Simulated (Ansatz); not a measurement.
The starting structures come from a database of crystals and need not be the phases stable at ambient conditions.

Here is the system:

```
CELL_PARAMETERS angstrom
      5.29983     0.00000     0.00000
      0.00000     9.73422     0.00000
      0.00000     4.86711     6.10805
ATOMIC_POSITIONS crystal
  Cs 0.25000 0.68987 0.62026
  Cs 0.75000 0.31013 0.37974
  Cu 0.00000 0.16772 0.00000
  Cu 0.00000 0.83228 0.00000
  Cu 0.50000 0.83228 0.00000
  Cu 0.50000 0.16772 0.00000
  Cl 0.25000 0.10466 0.79068
  Cl 0.75000 0.89534 0.20932
  Cl 0.25000 0.15848 0.24296
  Cl 0.75000 0.84152 0.75704
  Cl 0.75000 0.40144 0.75704
  Cl 0.25000 0.59856 0.24296
```

Space group of this cell: Cmcm. The cell is taken as given.

Transport runs along the normal of the first two printed cell vectors.

The gap is the functional's own, uncorrected, and κ follows it; spin-orbit coupling is left out. Mid-gap values are interpolated between the computed energies.

**Question.** State the band gap and the smallest decay constant κ at mid-gap according to Ansatz (a quantum-chemistry and plane-wave program) with r2SCAN.

**Answer.** Gap 2.30 eV on a 6×6×6 mesh; κ = 0.306 1/Å, at the zone centre.
